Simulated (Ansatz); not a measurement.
```
AlN
1.0
    3.19156     0.00000     0.00000
   -1.59578     2.76397     0.00000
    0.00000     0.00000     5.13099
Al N
2 2
Direct
  0.33333   0.66667   0.99711
  0.66667   0.33333   0.49711
  0.33333   0.66667   0.37789
  0.66667   0.33333   0.87789
```

Computed with PBE with spin-orbit coupling, rigid bands (plane waves, PAW; Ansatz, an electronic-structure program). Condition of this run: hydrostatic pressure of -13.5 GPa (compression positive) (the target of the relaxation). How the cell was made: cell and atoms relaxed with PBEsol, then loaded as said.

Q: Predict the hole conductivity mass (n e² τ/σ) at 300 K, by direction if it differs.

A: 3.7 (x), 3.7 (y), 0.46 (z) mₑ.

Q: Predict the electron conductivity mass (n e² τ/σ) at 300 K, by direction if it differs.

A: 0.28 (x), 0.28 (y), 0.27 (z) mₑ.

Q: And the band gap?

A: 3.53 eV at this level; semilocal functionals usually fall short of the measured gap.

Rigid bands, one relaxation time for all states, no polarons. Geometry: cell and atoms relaxed with PBEsol.
